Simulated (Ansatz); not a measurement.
The starting structures come from a database of crystals and need not be the phases stable at ambient conditions.

# Evanescent states of LaTeCl (P4/nmm, not sure to be the ambient phase, 6 atoms a cell, 28.8 Å³ an atom) along the normal of (110)

The numbers are results of r2SCAN (plane waves, PAW; Ansatz, a program for electronic structure), not measurements.

The gap is the functional's own. No spin-orbit coupling. Mid-gap values are interpolated on the energy grid.

Energies count from the valence-band top; κ is the least over a 6×4 mesh across the current.

| E (eV) | κ (1/Å) | where |
|---|---|---|
| 0.04 | 0.058 | Γ |
| 0.10 | 0.078 | Γ |
| 0.17 | 0.093 | Γ |
| 0.24 | 0.105 | Γ |
| 0.32 | 0.115 | Γ |
| 0.39 | 0.124 | Γ |
| 0.46 | 0.132 | Γ |
| 0.53 | 0.139 | Γ |
| 0.59 | 0.145 | Γ |
| 0.67 | 0.151 | Γ |
| 0.73 | 0.145 | Γ |
| 0.81 | 0.125 | Γ |
| 0.88 | 0.099 | Γ |
| 0.94 | 0.060 | Γ |

Q: How thick must the barrier be to attenuate the transmission by 10^8 when the electrodes' Fermi level lies at 0.67 eV, and what attenuation does that film give at 0.53 eV?

A: d = 8 ln 10 / (2 × 0.151) = 61.0 Å. At 0.53 eV it gives 8 × 0.139/0.151 = 7.4 decades.
